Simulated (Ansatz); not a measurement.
We consider AlB2-type MgB₂, described by RPBE in Ansatz (PAW).

Settings: plane-wave cutoff 520 eV, 24×24×16 k mesh (along the axes of the cell as run), Fermi–Dirac smearing 0.05 eV, scalar-relativistic PAW data made under PBE.

The cell is scaled about its equilibrium volume:

Shape and atoms are relaxed at each volume.

```json
[
 {"V (Å³/atom)": "9.453", "P (GPa)": "6.04", "c (Å)": "3.492", "a (Å)": "3.062"},
 {"V (Å³/atom)": "9.650", "P (GPa)": "2.88", "c (Å)": "3.526", "a (Å)": "3.079"},
 {"V (Å³/atom)": "9.847", "P (GPa)": "0.00", "c (Å)": "3.560", "a (Å)": "3.096"},
 {"V (Å³/atom)": "10.044", "P (GPa)": "-2.62", "c (Å)": "3.593", "a (Å)": "3.112"},
 {"V (Å³/atom)": "10.241", "P (GPa)": "-5.01", "c (Å)": "3.626", "a (Å)": "3.128"}
]
```

Note: the bulk modulus comes from volumes at which shape and atoms were relaxed.

Ansatz is a program for electronic structure.
